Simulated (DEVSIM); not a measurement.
**illuminated GaAs p-on-n cell, one wavelength**

Structure: illuminated GaAs p-on-n cell, one wavelength, at 250 K.

```tsv
layer (left to right)	material	thickness (μm)	Nd (cm⁻³)	Na (cm⁻³)	τn (s)	τp (s)	absorption coefficient (cm⁻¹)
1	GaAs	0.150	-	9e17	3.3e-11	6.2e-10	10000
2	GaAs	2.70	2.9e16	-	2.2e-9	2.2e-9	10000
```

Left contact: ohmic, minority electron recombination velocity 4000 cm/s. Right contact: ohmic, minority hole recombination velocity 10 cm/s. Voltage is applied to the left contact. Recombination: SRH at mid-gap, radiative. Light enters at the left, 1.7e18 photons cm⁻² s⁻¹, one pass, no reflection. Mobility is μmin + (μ − μmin)/(1 + (N/Nref)^α).

This is a model device: material constants are rounded textbook-type values typed into the input, and sizes, dopings and lifetimes were drawn at random. Values at 300 K; Nc and Nv go as T^1.5, mobilities as T to minus their exponent, the gap by Varshni's rule with the affinity fixed.

| parameter | GaAs |
|---|---|
| gap (eV) | 1.424 |
| affinity (eV) | 4.07 |
| permittivity | 12.9 |
| Nc (cm⁻³) | 4.7e17 |
| Nv (cm⁻³) | 9e18 |
| μn (cm²/Vs) | 8500 |
| μp (cm²/Vs) | 400 |
| μn,min | 500 |
| μp,min | 20 |
| Nref,n | 6e16 |
| Nref,p | 1.5e17 |
| αn | 0.39 |
| αp | 0.38 |
| T exponent of μn | 2.1 |
| T exponent of μp | 2.2 |
| B (cm³/s) | 2e-10 |
| Varshni α (eV/K) | 0.000541 |
| Varshni β (K) | 204 |

DEVSIM, 1D drift-diffusion, Boltzmann statistics, complete ionisation; no tunnelling, impact ionisation, image-force lowering or self-heating.

```
Property                                                  Result
---------------------------------------------------  -----------
Potential step across the device at zero bias            1.348 V
Largest field in the device at zero bias             100000 V/cm
Dark forward voltage at 1 A/cm²                          1.143 V
Dark forward voltage at 100 A/cm²                        1.252 V
Short-circuit current                                 198 mA/cm²
Open-circuit voltage                                     1.103 V
Fill factor                                                 0.83
Largest power                                         182 mW/cm²
Share of generated pairs collected at short circuit        0.773
```

Dark forward current:

(V (V), J (A/cm²)): (0.05, 3.6e-13); (0.15, 4.9e-12); (0.25, 5.4e-11); (0.35, 5.8e-10); (0.45, 6.2e-9); (0.55, 6.8e-8); (0.65, 7.5e-7); (0.75, 8.5e-6); (0.85, 9.8e-5); (0.95, 0.0013); (1.05, 0.026); (1.15, 1.3); (1.25, 94); (1.35, 2500)

Current under light (generator sign):

```
V (V)  J (mA/cm²)
-----  ----------
0.00          198
0.18          197
0.38          195
0.56          193
0.76          191
0.96          187
0.98          185
1.00          182
1.02          178
1.04          168
1.06          150
1.08          110
1.10         20.0
1.12         -187
```
